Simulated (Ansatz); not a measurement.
The starting structures come from a database of crystals and need not be the phases stable at ambient conditions.

Inside the gap of an insulator the Bloch states are evanescent, with a wavenumber k + iκ along the transport direction.

Input:

```xyz
18
Lattice="4.7977 0.0000 0.0000 0.0000 8.5889 0.0000 -2.3189 0.0000 6.5333" Properties=species:S:1:pos:R:3 pbc="T T T"
Sn    -1.1594     4.2944     3.2667
Sn     2.3988     0.0000     0.0000
Se     0.1360     7.2967     2.0552
Se     2.3428     1.2922     4.4781
Se     1.1034     3.0022     1.2114
Se     1.3754     5.5866     5.3219
O      3.4557     8.0590     1.6925
O     -0.9768     0.5298     4.8408
O      2.5814     3.7646     1.5741
O     -0.1026     4.8243     4.9592
O      2.7969     2.9429     4.5553
O     -0.3181     5.6460     1.9780
O      0.9213     7.2373     5.2446
O      1.5575     1.3515     1.2887
O      1.5479     1.3324     6.0043
O      0.9310     7.2565     0.5290
O      2.1704     5.6268     3.7957
O      0.3084     2.9620     2.7377
```

Space group of this cell: P2_1/c. The cell is taken as given; by r2SCAN its mean pressure is -0.7 GPa.

Transport runs along the normal of the first two printed cell vectors.

The gap is the functional's own, uncorrected, and κ follows it; spin-orbit coupling is left out. Mid-gap values are interpolated between the computed energies.

State the band gap and the smallest decay constant κ at mid-gap according to Ansatz (a quantum-chemistry and plane-wave program) with r2SCAN.

Gap 4.01 eV on a 8×4×6 mesh; κ = 0.466 1/Å, at (0.167, 0.000) of the in-plane reciprocal vectors. At the zone centre, at the nearest computed energy, the slowest state has κ = 0.52 1/Å.
